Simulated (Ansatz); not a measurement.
## HgSe: element substitutions

Start from HgSe in the zinc blende structure (space group F-43m, No. 216).

```
CELL_PARAMETERS angstrom
      0.00000     3.06666     3.06666
      3.06666     0.00000     3.06666
      3.06666     3.06666     0.00000
ATOMIC_POSITIONS crystal
  Se 0.25000 0.25000 0.25000
  Hg 0.00000 0.00000 0.00000
```

Each row replaces one element on all its sites; cell and atoms are relaxed.

Method: PBEsol/PAW in Ansatz (a program for electronic structure), scalar-relativistic without spin-orbit coupling.

```csv
variant,volume per atom,band gap
base,28.84 Å³,zero
Se → O,17.53 Å³,zero
Hg → Rh,?,zero
Hg → Pb,?,0.47 eV
```

### Question
Complete the table.

### Answer

- Hg → Rh, volume per atom: 20.54 Å³
- Hg → Pb, volume per atom: 39.03 Å³

Spin-orbit coupling, missing from the scalar runs, can matter with Hg and Pb. Whether these cells are dynamically stable was not tested. As relaxed here, HgO, RhSe and PbSe are hypothetical phases, not in the database extracts checked. All final runs are without spin polarisation. An odd electron count without spin: RhSe. The zero or small gap of HgO and HgSe can change with the level of theory.
